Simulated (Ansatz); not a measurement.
For LuPt₃ (Pm-3m, No. 221), PBEsol (Ansatz, a program for electronic structure, plane waves, PAW) gives:

```
Quantity                          Value
------------------------------  -------
equilibrium lattice constant a  4.024 Å
bulk modulus                    211 GPa
```

Task: What does r²SCAN in Ansatz (plane waves, PAW) give for the same quantities?

Result: 
- lattice constant a: 4.052 Å (rises by 0.7 %)
- bulk modulus: 202 GPa (drops by 4.3 %)

For comparison: lattice constant a 4.027 Å (measured, temperature not stated, copied from a table, unchecked, not corrected to a static lattice; as tabulated in Journal of Solid State Chemistry 7, 40 (1973)).

Changes are worked out from the printed values.

Unless a cell is named, each level is at its own relaxed cell (PBEsol 16.29, r²SCAN 16.63 Å³/atom).

Levels without +SOC leave out spin–orbit coupling, which shifts energies and cells of such heavy elements.

The crystal itself was run without spin with PBEsol, r²SCAN; a magnetic state was not tried in these runs.

Caveats: the bulk modulus is −V dP/dV from two relaxed cells at ±2 % in volume (PBEsol, r²SCAN). Ansatz's density-functional and Hartree–Fock values are scalar-relativistic unless marked +SOC, with PAW data made under PBE.
